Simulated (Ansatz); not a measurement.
# Carrier properties of SiC under load (space group P6_3mc)

Given:

```xyz
4
Lattice="3.0541 0.0000 0.0000 -1.5270 2.6449 0.0000 0.0000 0.0000 5.0110" Properties=species:S:1:pos:R:3 pbc="T T T"
Si     0.0000     1.7633    -0.0020
Si     1.5270     0.8816     2.5035
C      0.0000     1.7633     1.8811
C      1.5270     0.8816     4.3866
```

Computed with PBE with spin-orbit coupling, rigid bands (plane waves, PAW; Ansatz, a program for electronic structure). Condition of this run: hydrostatic pressure of 5 GPa (compression positive) (the target of the relaxation). How the cell was made: cell and atoms relaxed with PBEsol, then loaded as said.

```json
{
 "band_gap": "2.23 eV",
 "electron conductivity mass (300 K, dilute)": "0.44 (x), 0.44 (y), 0.27 (z) mₑ",
 "hole conductivity mass (300 K, dilute)": "1.23 (x), 1.23 (y), 1.51 (z) mₑ",
 "effective density of states N_c (300 K)": "1.1e19 cm⁻³",
 "effective density of states N_v (300 K)": "6.7e19 cm⁻³",
 "density_of_states_mass_electrons": "0.56 mₑ",
 "density_of_states_mass_holes": "1.93 mₑ",
 "Seebeck coefficient, n-type 1e19 cm⁻³, 300 K": "-232 μV/K",
 "best n-type power factor at 300 K for τ = 10 fs (best axis; densities from 1e16 to 1e21 cm⁻³ tried, whether or not they can be reached)": "7.0 μW/(cm·K²) at 3e19 cm⁻³",
 "Seebeck coefficient, p-type 1e19 cm⁻³, 300 K": "394 μV/K"
}
```

Rigid bands; masses and Seebeck coefficients take one relaxation time τ for all states and one kind of carrier; polarons and phonon drag are left out. Geometry: cell and atoms relaxed with PBEsol.
